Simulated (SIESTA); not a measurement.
A self-consistent single point of Zr₂Ga (Fmm2, 6 atoms in the cell) with SIESTA.

Method of the run: GGA PBEsol, numerical atomic orbitals TZP, PseudoDojo PBEsol standard norm-conserving potentials (rewritten from UPF to PSML) in SIESTA.

```
CELL_PARAMETERS angstrom
     -3.32795     3.32795     2.72813
      3.32795    -3.32795     2.72813
      3.32795     3.32795    -2.72813
ATOMIC_POSITIONS crystal
  Zr 0.65917 0.15917 0.81834
  Zr 0.34614 0.84614 0.19228
  Zr 0.15386 0.34614 0.50000
  Zr 0.84614 0.65386 0.50000
  Ga 0.25000 0.25000 0.00000
  Ga 0.75000 0.75000 0.00000
```

Reference input (self-consistent single point, DFT, GGA PBEsol, numerical atomic orbitals TZP, PseudoDojo PBEsol standard norm-conserving potentials (rewritten from UPF to PSML)): XC.functional = GGA; XC.authors = PBEsol; potentials = PseudoDojo PBEsol standard; PAO.BasisSize = TZP; PAO.EnergyShift = 0.01 Ry; MeshCutoff = 350 Ry; kgrid.MonkhorstPack = 4 4 4; OccupationFunction = MP; OccupationMPOrder = 0; ElectronicTemperature = 0.1 eV; MaxSCFIterations = 150; SCF.Mixer.Method = Broyden. This run's input differs from it in these lines:

```diff
@@ -32,5 +32,5 @@
 %block kgrid.MonkhorstPack
-    4   0   0  0.0
-    0   4   0  0.0
-    0   0   4  0.0
+    7   0   0  0.0
+    0   7   0  0.0
+    0   0   7  0.0
 %endblock kgrid.MonkhorstPack
@@ -38,3 +38,3 @@
 OccupationMPOrder            0
-ElectronicTemperature        0.1 eV
+ElectronicTemperature        0.01 eV
```

Output (repeated stretches shortened):

```
        iscf     Eharris(eV)        E_KS(eV)     FreeEng(eV)     dDmax    Ef(eV) dHmax(eV)
   scf:    1    -9634.121001    -9659.847564    -9659.847929  1.463009 -5.210587  3.858787
   scf:    2    -9660.925408    -9660.398184    -9660.398477  0.054220 -5.289825  3.134826
   scf:    3    -9662.316418    -9661.581514    -9661.581609  0.206897 -5.624414  1.509504
   scf:    4    -9661.604444    -9661.629013    -9661.629206  0.056027 -5.620872  0.658460
   scf:    5    -9661.662793    -9661.648995    -9661.649323  0.011456 -5.649055  0.217857
   [... 6 lines left out ...]
   scf:   12    -9661.653632    -9661.653631    -9661.653967  0.000271 -5.660517  0.001547
   scf:   13    -9661.653631    -9661.653631    -9661.653967  0.000031 -5.660552  0.001250
   scf:   14    -9661.653632    -9661.653631    -9661.653967  0.000017 -5.660586  0.001051
   scf:   15    -9661.653632    -9661.653632    -9661.653967  0.000015 -5.660619  0.000864
SCF Convergence by DM+H criterion
max |DM_out - DM_in|         :     0.0000150946
max |H_out - H_in|      (eV) :     0.0008642994
SCF cycle converged after 15 iterations

Using DM_out to compute the final energy and forces

siesta: E_KS(eV) =            -9661.6536

siesta: E_KS - E_eggbox =     -9661.6536

siesta: Atomic forces (eV/Ang):
     1   -0.248261   -0.248261   -0.000257
     2    0.168362    0.168362    0.000127
     3    0.071716   -0.029142    0.000156
     4   -0.029142    0.071716    0.000156
     5    0.018277    0.018726   -0.000021
     6    0.018726    0.018277   -0.000021
   Tot   -0.000321   -0.000321    0.000141
   Max    0.248261
   Res    0.103632    sqrt( Sum f_i^2 / 3N )
   Max    0.248261    constrained

   [... lines left out ...]
siesta: FreeEng =     -9661.653967
siesta: Cell volume =        120.858654 Ang**3
siesta:         -42.55160394        -38.72980624  kBar
   [... lines left out ...]

              2.001   0.161   0.097  -0.051   0.097   0.165

mulliken: Qtot =       74.000

Mulliken Atomic Populations:
Atom #   charge [q] valence [e]  Species
     1     0.370756   11.629244  Zr
     2     0.351600   11.648400  Zr
     3     0.354897   11.645103  Zr
     4     0.354897   11.645103  Zr
     5    -0.716075   13.716075  Ga
     6    -0.716076   13.716076  Ga
 Total     0.000000
```

The run converged in 15 iterations. Against the reference run the free energy drops by 2.1 meV/atom, the pressure stays near -4.26 GPa while the zz stress (positive for compression) goes from -5.06 to -4.08 GPa and the largest force goes from 0.319 to 0.351 eV/Å.

The starting cell comes from a database of computed structures (which also holds hypothetical and non-ambient phases and stackings), without a prior relaxation at this level. Its lattice was rescaled by up to half a per cent. One atom was moved a little off its site on purpose. Values carry the incompleteness of an atom-centred basis. With a pressure of about -4 GPa the cell is away from its equilibrium volume at this level.

Cost on one core of a shared machine: roughly 3 min.
